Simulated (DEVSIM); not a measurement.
Structure: abrupt Si p-n junction, at 400 K.

| layer (left to right) | material | thickness (μm) | Nd (cm⁻³) | Na (cm⁻³) | τn (s) | τp (s) |
|---|---|---|---|---|---|---|
| 1 | Si | 55.0 | - | 1.8e16 | 4.7e-5 | 4.7e-5 |
| 2 | Si | 0.450 | 4.8e17 | - | 4.7e-5 | 4.7e-5 |

Left contact: ohmic. Right contact: ohmic. Voltage is applied to the left contact. Recombination: SRH at mid-gap, radiative, Auger. Mobility is μmin + (μ − μmin)/(1 + (N/Nref)^α).

The device is made up for the run: typed textbook-type constants, with dimensions and the other settings drawn at random. Values at 300 K; Nc and Nv go as T^1.5, mobilities as T to minus their exponent, the gap by Varshni's rule with the affinity fixed.

```tsv
parameter	Si
gap (eV)	1.124
affinity (eV)	4.05
permittivity	11.7
Nc (cm⁻³)	2.86e19
Nv (cm⁻³)	3.1e19
μn (cm²/Vs)	1417
μp (cm²/Vs)	470
μn,min	52
μp,min	45
Nref,n	9.7e16
Nref,p	2.2e17
αn	0.68
αp	0.72
T exponent of μn	2.3
T exponent of μp	2.2
B (cm³/s)	4.7e-15
Cn (cm⁶/s)	2.8e-31
Cp (cm⁶/s)	9.9e-32
Varshni α (eV/K)	0.000473
Varshni β (K)	636
```

DEVSIM, 1D drift-diffusion, Boltzmann statistics, complete ionisation; no tunnelling, impact ionisation, image-force lowering or self-heating.

The temperature was swept, all else fixed.

```tsv
temperature (K)	dark forward voltage at 1 A/cm² (V)	dark forward voltage at 100 A/cm² (V)	potential step across the device at zero bias (V)
250	0.754	0.915	0.899
300	0.657	0.863	0.826
350	0.558	0.813	0.749
400	0.456	0.765	0.669
450	0.351	0.719	0.587
500	0.246	0.676	0.502
```

From the first row to the last the dark forward voltage at 1 A/cm² goes from 0.754 to 0.246. From the first row to the last the dark forward voltage at 100 A/cm² goes from 0.915 to 0.676.
